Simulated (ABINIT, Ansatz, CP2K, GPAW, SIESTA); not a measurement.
# One structure in several programs: BaGaSi (P-6m2, 3 atoms in the cell)

Self-consistent single point.

```xyz
3
Lattice="4.2836 0.0000 0.0000 -2.1418 3.7097 0.0000 0.0000 0.0000 5.2381" Properties=species:S:1:pos:R:3 pbc="T T T"
Ba     0.0000     0.0000     0.0000
Ga     0.0000     2.4731     2.6191
Si     2.1418     1.2366     2.6191
```

Shared settings, as Ansatz (a quantum-chemistry and plane-wave program) writes them: kpoints.mp_grid.grid = 7 7 5; scf.occupations.method = fermi_dirac; scf.occupations.width = 0.1 eV. Potentials and cutoffs stand in the table.

```json
[
 {"code": "CP2K", "model": "LDA (Pade form), GPW, DZVP-MOLOPT-SR-GTH basis, GTH-PADE potentials (GTH_POTENTIALS)", "pressure (GPa)": "-3.93", "cutoff": "grid 600 Ry"},
 {"code": "Ansatz", "model": "LDA (PW92), PAW files made with PBE", "pressure (GPa)": "-4.42", "cutoff": "default"},
 {"code": "GPAW", "model": "LDA (Perdew-Wang 92), GPAW PAW datasets LDA (gpaw-data 1.0.1)", "pressure (GPa)": "-3.75", "cutoff": "550 eV"},
 {"code": "ABINIT", "model": "LDA (PW92), norm-conserving pseudopotentials (PseudoDojo nc-sr-04 LDA standard)", "pressure (GPa)": "-4.49", "cutoff": "40 Ha"},
 {"code": "SIESTA", "model": "LDA PW92, numerical atomic orbitals DZP, PseudoDojo LDA standard norm-conserving potentials (rewritten from UPF to PSML)", "pressure (GPa)": "0.05", "cutoff": "grid 400 Ry"}
]
```

The spread over the programs that give each value: pressure within 4.54 GPa.

CP2K and SIESTA use small atom-centred bases, whose incompleteness enters pressures, forces and empty levels differently from a plane-wave cutoff. Ansatz's pressure is given at a fixed set of plane waves, as the other plane-wave codes print theirs. In the pressure, SIESTA (by 4.48) lies more than 1 GPa from the median of the plane-wave programs.

The starting cell comes from a database of computed structures (which also holds hypothetical and non-ambient phases and stackings), without a prior relaxation at this level. Its lattice was rescaled by a random factor within 2.5 % of one.

Left out of this page: Elk and FLEUR (not drawn, or without a comparable value).

Keys are those of Ansatz 0.2.
